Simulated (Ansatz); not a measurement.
## C on the Al site (broken-bond start) (wurtzite AlN host)

Computed with PBE, PAW (plane waves to 420 eV; Ansatz, an electronic-structure program). Cell: 96 sites, 3×2×2; final energies on a 2×2×2 shifted mesh. Sites at the start: the Al site; started 0.95 Å off site, one bond broken, along c. Charged cells carry a point-charge image correction with potential alignment at far atoms. Dielectric constants: PBE linear response of the host. Host gap at this level: 4.03 eV. These values are not converged in cell size to better than tenths of an eV. The semilocal functional narrows the gap, so deep levels can fall outside it. Spin–orbit coupling is left out. Each state is the lowest found from its start.

Formation energies E_f are given with the Fermi level at the valence-band maximum. Chemical conditions: Al-rich (Δμ(Al) = 0.00 eV, Δμ(C) = -0.21 eV, bounded by Al4C3 (R-3m); only phases computed here count, gases as isolated molecules at 0 K). Reference phases: Al: fcc Al, C: graphite.

```csv
charge,moment (μB),largest move off a lattice site (Å),image correction with alignment (eV),"E_f, Al-rich (eV)"
+1,not spin-polarised,0.33,0.14,4.82
0,1.0,0.43,0.00,8.04
−1†,not spin-polarised,0.86,0.25,–
```

† Not settled in this cell, so no level is given: charge −1: level within 0.1 eV of a band edge or past it.

Not the lowest form: the same atoms on another site or from another start ended lower, by 0.17 eV at charge 0; by 1.21 eV at charge −1. The levels below are those of this configuration alone.

Transition levels above the valence-band maximum: ε(+1/0) = 3.22 eV.

Flagged in the runs: a host whose relaxation on this sampling wasn't shown to rest, a strain field that reaches the edge of the cell.
